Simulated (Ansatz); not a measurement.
Structures of equal composition on the (0001) surface of hcp Ru: a pseudomorphic layer of Re in the host's stacking; a pseudomorphic layer of Re in the other hollow. The slabs share one bottom face, and each structure is named by its start. These are constructed structures in small cells; real faces may alloy, dewet or reconstruct in larger ones, and not all known structures of the face are among them. Slabs of about 11 Å, Fermi-Dirac smearing of 0.1 eV. Bottom of the slabs: a bare face, its two planes held. Relaxed from the named starts with such symmetry as they have, on meshes of like density; energies extrapolated to zero smearing; spin only where a row says so; no spin-orbit coupling, no U. Brackets mark spin-polarised runs, whose order is one that fits the cell.

Computed with PBE (plane waves to 420 eV, PAW; Ansatz, a quantum-chemistry and plane-wave program).

Task: Order them by energy per 1x1 cell (lowest first) at the level PBE.

Result: a pseudomorphic layer of Re in the host's stacking (0.000 eV), a pseudomorphic layer of Re in the other hollow (0.131 eV)
